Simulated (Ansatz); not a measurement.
**Response to strain in NiO**

Take NiO in the rock salt structure (space group Fm-3m, No. 225; a = 4.1906 Å; ferromagnetic) as the base. Axes: x, y, z lie along the cube axes.

Strains are applied to the cell and any free atomic positions relax; under biaxial strain the out-of-plane vector relaxes too.

Calculations: r2SCAN (Ansatz, an electronic-structure program), without spin-orbit coupling, earlier PAW set.

```json
[
 {"biaxial strain, plane normal [110], relaxed out of plane (%)": "-3.58", "band gap (eV)": "0.51"},
 {"biaxial strain, plane normal [110], relaxed out of plane (%)": "-3.45", "band gap (eV)": "0.52"},
 {"biaxial strain, plane normal [110], relaxed out of plane (%)": "-0.37", "band gap (eV)": "?"},
 {"biaxial strain, plane normal [110], relaxed out of plane (%)": "0", "band gap (eV)": "0.85"}
]
```

### Question
Fit E_g = E₀ + Dε (ε in %) to the rows shown and predict the withheld row.

### Answer
Least squares on the printed values gives E₀ = 0.85 eV, D = 95.3 meV per % of strain (largest residual 0.00 eV); this predicts 0.81 eV, and the run gives 0.82 eV, in agreement.

No phonon test of stability was made. No Hubbard U is applied and the magnetic state is the run's own (NiO ferromagnetic); small cells can't hold the antiferromagnetic order that many such compounds have, so gaps and moments can be off. Where the two band edges lie in opposite spin channels, the gap is a spin-flip gap. In its common phase, real NiO is an antiferromagnetic insulator at low temperature.
